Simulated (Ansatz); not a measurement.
Worked example: self-consistent single point of HgTe (C2, 6 atoms in the cell) in Ansatz (a program for electronic structure).

Computed with LDA (PW92), default PAW files made with PBE (plane waves; Ansatz).

```yaml
crystal:
  lattice:
    - [4.64894, 0.00000, 0.00000]
    - [-2.32447, 4.02610, 0.00000]
    - [0.00000, 0.00000, 10.37678]
  atoms:
    - { symbol: Hg, position: [0.68832, 0.68832, 0.00000] }
    - { symbol: Hg, position: [0.32244, 0.00000, 0.66667] }
    - { symbol: Hg, position: [0.00000, 0.31168, 0.33333] }
    - { symbol: Te, position: [0.51372, 0.51372, 0.50000] }
    - { symbol: Te, position: [0.48628, 0.00000, 0.16667] }
    - { symbol: Te, position: [0.00000, 0.48628, 0.83333] }
```

Reference input (self-consistent single point, DFT, LDA (PW92), plane waves, default PAW files made with PBE): basis.ecutwfc = 420 eV; kpoints.mp_grid.grid = 5 5 2; hamiltonian.xc = lda; hamiltonian.pseudopotentials = {kind: paw} (the program's default PAW files); scf.occupations.method = fermi_dirac; scf.occupations.width = 0.02 eV. This run's input differs from it in these lines:

Ansatz 0.2 input:
```diff
@@ -16,3 +16,3 @@
 kpoints:
-  mp_grid: { grid: [5, 5, 2] }
+  mp_grid: { grid: [9, 9, 4] }
 hamiltonian:
```

Output (repeated stretches shortened):

```
SCF iter   1: F=—  HF=-61049.227017 eV  |F-HF|=—  |Δ(HF+E_count)|=         —  Δρ=4.15e-3  dr2=1.59e-2  ethr=1.77e-3  ⟨swp⟩=6.6  Hψ=24225  notcnv=0  defer=41
all-band conjugate gradients solve this SCF's bands
preconditioner: auto → Resta (q_TF=auto, 2.474 Å⁻¹)
SCF iter   2: F=—  HF=-61049.222644 eV  |F-HF|=—  |Δ(HF+E_count)|=   4.37e-3  Δρ=2.07e-3  dr2=3.73e-3  ethr=1.47e-5  ⟨swp⟩=3.0  Hψ=12635  notcnv=0  defer=441
   [... lines left out ...]
SCF iter   4: F=—  HF=-61049.221990 eV  |F-HF|=—  |Δ(HF+E_count)|=   6.89e-7  Δρ=1.05e-4  dr2=3.61e-5  ethr=3.43e-7  ⟨swp⟩=2.0  Hψ=8822  notcnv=0  defer=441
SCF iter   5: F=—  HF=-61049.222175 eV  |F-HF|=—  |Δ(HF+E_count)|=   1.84e-4  Δρ=4.01e-5  dr2=3.43e-6  ethr=3.35e-8  ⟨swp⟩=2.1  Hψ=8252  notcnv=0  defer=441
SCF iter   6: F=—  HF=-61049.222176 eV  |F-HF|=—  |Δ(HF+E_count)|=   6.46e-7  Δρ=8.54e-6  dr2=1.87e-7  ethr=3.18e-9  ⟨swp⟩=2.1  Hψ=8519  notcnv=0  defer=441
SCF iter   7: F=-61049.222176 eV  HF=-61049.222176 eV  |F-HF|=7.45e-9  |Δ(HF+E_count)|=   2.66e-8  Δρ=2.41e-6  dr2=2.42e-8  ethr=9.26e-11  ⟨swp⟩=10.0  Hψ=27785  notcnv=0
SCF 1 converged in 7 iterations: F = -61049.222176 eV  dr2 = 2.42e-8
Free energy (F): -61049.222176 eV
Internal energy: -61049.222176 eV  (E = F + TS)
E sigma→0 (E₀):  -61049.222176 eV
Fermi energy:    9.159914 eV
--- Forces (eV/Å), atoms counted from 1 ---
  atom   1  Hg    -0.02262621    -0.03995106    -0.00286289
  atom   2  Hg     0.02089156     0.00000000     0.00000000
  atom   3  Hg    -0.02262621     0.03995105     0.00286289
  atom   4  Te    -0.02279144    -0.05543373     0.00279509
  atom   5  Te     0.06993569     0.00000000     0.00000000
  atom   6  Te    -0.02279145     0.05543373    -0.00279509
--- Stress (GPa, compression-positive) ---
       -2.761371       0.000000       0.000000
        0.000000      -2.806758      -0.019277
        0.000000      -0.019277      -3.089221
  P = ⅓ Tr σ = -2.8858 GPa (-28.858 kbar)
  The stress holds the Pulay correction. Without it, at fixed plane waves, as pw.x and ABINIT print it: P = -2.9185 GPa
```

The run converged in 7 iterations. Against the reference run the free energy falls by 3.0 meV/atom, the pressure moves little (-2.85 to -2.89 GPa), the largest force goes from 0.076 to 0.070 eV/Å and the gap on the mesh moves little (0.590 to 0.593 eV).

The starting cell comes from a database of computed structures (which also holds hypothetical and non-ambient phases and stackings), without a prior relaxation at this level. Its lattice was rescaled by up to half a per cent. One atom was moved a little off its site on purpose. Spin-orbit coupling is off. Ansatz's pressure includes its estimate of the finite-basis (Pulay) stress.

Cost on one core of a shared machine: roughly 40 s.
